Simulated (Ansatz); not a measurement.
The parent structure is MoSi2 (space group I4/mmm, No. 139; relaxed with 0.1 eV smearing).

```
MoSi2
1.0
   -1.59504     1.59504     3.91100
    1.59504    -1.59504     3.91100
    1.59504     1.59504    -3.91100
Si Mo
2 1
Direct
  0.66495   0.66495   0.00000
  0.33505   0.33505   0.00000
  0.00000   0.00000   0.00000
```

Cartesian axes are those of the cell as printed.

All numbers come from Ansatz (a program for electronic structure), PBEsol, PAW, cutoff 420 eV, scalar-relativistic without spin-orbit coupling.

One thing is altered: uniaxial strain ε_zz = +1.00 %, all other strain components held at zero; the atoms relax in the strained cell.

Question: Predict the stress tensor and what it implies for the stiffness.

Answer: Stress of the strained cell less that of the base (GPa, compression positive):
```
   -0.9     0.0     0.0
    0.0    -0.9     0.0
    0.0     0.0    -5.0
```

Then −Δσ_ii/ε with ε = 0.0100 gives relaxed-ion elastic constants: C33 ≈ 495 GPa, C13 ≈ 94 GPa and C23 ≈ 94 GPa.

Whether these cells are dynamically stable was not tested. The final runs are not spin-polarised.
